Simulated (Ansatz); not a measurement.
An Ansatz (a program for electronic structure) input (PBE/PAW in Ansatz, without spin-orbit coupling, earlier PAW set):

Ansatz 0.2 input:
```yaml
crystal:
  lattice:
    - [7.5348357543, -2.2721713801, 0]
    - [7.5348357543, 2.2721713801, 0]
    - [-1.365385533, 0, 7.7464888767]
  atoms:
    - { symbol: Te, position: [0.7404323516, 0.7404323516, 0.7477224272] }
    - { symbol: Te, position: [0.2595676484, 0.2595676484, 0.2522775728] }
    - { symbol: Te, position: [0, 0, 0.5] }
    - { symbol: S, position: [0.5, 0.5, 0] }
    - { symbol: Pb, position: [0.8852587739, 0.8852587739, 0.1101039642] }
    - { symbol: Pb, position: [0.3775887166, 0.3775887166, 0.6448977072] }
    - { symbol: Pb, position: [0.1147412261, 0.1147412261, 0.8898960358] }
    - { symbol: Pb, position: [0.6224112834, 0.6224112834, 0.3551022928] }
basis: { ecutwfc: 420, ecutrho_ratio: 4, xc_grid: 2, fft_grid_basis: typed }
kpoints: { mp_grid: { grid: [8, 8, 5] } }
hamiltonian:
  xc: pbe
  dispersion: none
  pseudopotentials: { azcp: { folder: ./paw }, kind: paw }
scf: { occupations: { method: fermi_dirac, width: 0.05 }, convergence: { dr2_threshold: 0.0000000008 } }
output: { forces: true, stress: true }
checkpoint: { write: state.ck, write_every: 1000 }
```

Problem. Which symmetry and how many k-points will the program report, and about how many plane waves at Γ?

Solution. Space group C2/m (ITA 12) with 4 operations, k-points 93 of 320, and 5177 plane waves at Γ.

Each cell is one ordered arrangement of few atoms, which overstates ordering effects compared with a random alloy. No phonon test of stability was made. The cell was made from PbS by this change: x(Te) = 0.75, 8 atoms, C2/m.
